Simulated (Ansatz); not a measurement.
Seebeck coefficient (μV/K, mean over directions) of p-type YN (Fm-3m) against carrier density, Ansatz (an electronic-structure program) with HSE06 with spin-orbit coupling, rigid bands. Computed gap 1.03 eV; densities at which minority carriers matter at this gap, or further valleys turn the trend, are left out. Conductivity mass 0.55 mₑ (harmonic mean over directions), N_v = 2.1e19 cm⁻³ at 300 K.

```tsv
hole density	300 K	500 K
1e16 cm⁻³	887	975
1e17 cm⁻³	689	776
1e18 cm⁻³	491	?
3e18 cm⁻³	398	484
1e19 cm⁻³	?	382
3e19 cm⁻³	215	?
1e20 cm⁻³	140	201
3e20 cm⁻³	85	130
1e21 cm⁻³	43	74
```

Q: Some entries are withheld; supply them.

A: 
- 1e18 cm⁻³, 500 K: 578
- 1e19 cm⁻³, 300 K: 298
- 3e19 cm⁻³, 500 K: 292

Rigid bands with a gap fixed in temperature, one relaxation time for all states, no polarons or phonon drag, and whether or not such doping can be reached. Geometry: cell and atoms relaxed with PBEsol.
